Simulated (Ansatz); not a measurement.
Start from InP in the zinc blende structure (space group F-43m, No. 216; a = 5.827 Å).

Level of theory: LDA (Ansatz, a first-principles code), spin-orbit coupling left out.

Base values:

| Quantity | Value |
|---|---|
| Band gap | 0.58 eV |
| Gap character | direct at Γ |

Perturbation: every lattice vector is stretched by 1.00 %; the atoms relax in the strained cell.

Question: How does this affect the band gap?

Answer: The band gap shrinks by 0.16 eV (0.58 eV → 0.42 eV).

Question: How does this affect the gap character?

Answer: The gap character remains direct at Γ.

Question: What happens to the energy relative to the base?

Answer: The energy grows by 4.8 meV/atom.

No phonon test of stability was made.
